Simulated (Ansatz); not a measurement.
Take MgS in the rock salt structure (space group Fm-3m, No. 225; a = 5.182 Å) as the base. Axes: x, y, z lie along the cube axes.

The change: tensile biaxial strain of 2.37 % in the plane normal to [110], as in epitaxy on a mismatched substrate; the out-of-plane cell vector and the atoms relax.

Levels (all Ansatz, a program for electronic structure, PAW): PBEsol (420 eV, no spin-orbit coupling); r2SCAN (500 eV, without spin-orbit coupling).

The geometry is relaxed with PBEsol.

| Property | Result |
|---|---|
| PBEsol band gap | 2.49 eV |
| PBEsol electron mass | 0.51 mₑ along k, 0.29 mₑ across (at T) |
| PBEsol gap character | indirect, Γ → T |

With r2SCAN at the same geometry, the band gap grows by 0.75 eV, from 2.49 eV to 3.24 eV; the electron mass goes from 0.51 mₑ along k, 0.29 mₑ across (at T) to 0.51 mₑ along k, 0.31 mₑ across (at T); the gap character is still indirect, Γ → T.

A biaxial case was relaxed in a doubled cell and then solved in the primitive one. Single points use the geometry relaxed with PBEsol. Effective masses come from finite differences of ±0.01 Å⁻¹. Along k means along the line from Γ to the band edge. Stability against distortions was not tested. The base started in P3_121 and relaxed to Fm-3m at this level. Labels are those of the standard path for the cell's own space group.
